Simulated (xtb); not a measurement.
xtb 6.7.1, GFN2-xTB: Ag(OMe)(SMe2) (C[O][Ag]<-[S](C)C), 15 atoms. The geometry is a generated start, not checked to be a minimum at this level.

```json
{
  "method": "GFN2-xTB",
  "--acc": "1 (default)",
  "--etemp (K)": "300 (default)",
  "detailed input (--input)": "none: ANC optimiser, Lindh (1995) Hessian, microcycle=20, maxdispl=1.0, hlow=0.01 (default)",
  "basis_functions": "45",
  "valence_electrons": "44"
}
```

```xyz
15

Ag     0.1491    -0.6483    -0.7141
O      1.8575    -1.7273    -0.7880
C      2.3015    -2.9005    -1.3959
H      2.1868    -2.8816    -2.4887
H      3.3717    -3.0140    -1.1703
H      1.7791    -3.7909    -1.0159
C     -0.6878     2.6062     0.0354
S     -1.6073     1.0455    -0.1356
C     -1.8995     0.6994     1.6230
H      0.1887     2.4616     0.6612
H     -1.3540     3.3486     0.4717
H     -0.3905     2.9172    -0.9606
H     -0.9579     0.6869     2.1669
H     -2.3821    -0.2713     1.6874
H     -2.5553     1.4684     2.0236
```

Charge 0 and multiplicity 1 are set for this test and not shown to be the ground state.

The structure is relaxed from this start with --opt LEVEL for the levels crude, sloppy, loose, lax, normal, tight, vtight, extreme, once each. Up to the end of the extreme run atoms move by at most 0.33 Å along an axis.

Task: Which level is enough to come within 1 meV of the tightest end point?

Result: tight: 15 cycles against 48, ending 0.44 meV above.

```csv
level,cycles,energy above the extreme run (meV),gradient norm (eV/Å)
crude,1,3.6,0.14
sloppy,1,3.6,0.14
loose,1,3.6,0.14
lax,4,1.9,0.072
normal,6,1.3,0.037
tight,15,0.44,0.016
vtight,44,under 0.01,0.013
extreme,48,—,0.013
```
